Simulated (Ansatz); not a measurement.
The parent structure is CdSe in the wurtzite structure (space group P6_3mc, No. 186; a = 4.3829 Å, c = 7.1547 Å).

The change: a negative pressure, −2 GPa.

Levels (all Ansatz, an electronic-structure program, PAW, earlier PAW set): PBE (420 eV, no spin-orbit coupling); r2SCAN (500 eV, without spin-orbit coupling); HSE06 (420 eV, scalar-relativistic without spin-orbit coupling); PBE+SOC (420 eV, noncollinear with spin-orbit coupling).

One geometry, relaxed with PBE, under each level:

The valence-band top lists the three highest levels at Γ (Kramers pairs under SOC), from the VBM.

```csv
level,band gap,lowest conduction level above the VBM at special points,valence-band top at Γ,electron mass,pressure
PBE,0.43 eV,Γ 0.43 eV; A 2.15 eV; L 2.86 eV; M 2.98 eV,"0.00, 0.00, -0.04 eV",0.049 mₑ (at Γ),-2.01 GPa
r2SCAN,0.90 eV,Γ 0.90 eV; A 2.59 eV; L 3.26 eV; M 3.43 eV,–,"0.083 mₑ along c, 0.089 mₑ across (at Γ)",-3.47 GPa
HSE06,1.33 eV,Γ 1.33 eV; A 3.07 eV; L 3.77 eV,–,–,–
PBE+SOC,0.31 eV,Γ 0.31 eV; A 2.03 eV; L 2.74 eV; M 2.85 eV,"0.00, -0.02, -0.38 eV",0.044 mₑ (at Γ),-2.04 GPa
```

Single points use the geometry relaxed with PBE. Their cutoffs differ, which shifts pressures a little. The spin-orbit shifts are approximate. Load acts through the strain it causes; cell and atoms are relaxed under it. Effective masses come from finite differences of ±0.01 Å⁻¹. No phonon test of stability was made.
